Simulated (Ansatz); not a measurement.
BP under load (space group F-43m), PBE with spin-orbit coupling, rigid bands (Ansatz, a first-principles code). Condition of this run: hydrostatic pressure of -4 GPa (compression positive) (the target of the relaxation). Band gap 1.24 eV, N_c = 4.06e19 cm⁻³ and N_v = 2.43e19 cm⁻³ at 300 K, conductivity masses of 0.333 mₑ (electrons) and 0.423 mₑ (holes). Take k_BT = 0.02585 eV.

Task: Find the intrinsic carrier density and the intrinsic Fermi level.

Result: n_i = √(N_c N_v) exp(−E_g/2k_BT) = 3.14e19 × exp(−23.98) = 1.2e9 cm⁻³. The level lies (k_BT/2) ln(N_v/N_c) = -7 meV from mid-gap (positive towards the conduction band). Each 0.1 eV added to the gap lowers n_i by a factor of 6.9.

Task: A film of it is 3 nm thick. Estimate the confinement energies in an infinite well.

Result: ħ²π²/(2m t²) = 0.376 eV·nm²/(m/mₑ × t²) gives 125 meV for electrons and 98.8 meV for holes, so the gap would widen to about 1.46 eV. Finite barriers and nonparabolic bands lower this, and with several valleys or bands the heaviest mass along the normal sets the lowest level, not this average.

Task: What thermal injection velocity √(2k_BT/πm) limits a ballistic channel?

Result: 9.32e6 cm/s for electrons and 8.27e6 cm/s for holes, a ratio of √(m_h/m_e) = 1.13, for dilute carriers.

Rigid bands with the computed gap; masses take one relaxation time for all states. Geometry: cell and atoms relaxed with PBEsol.
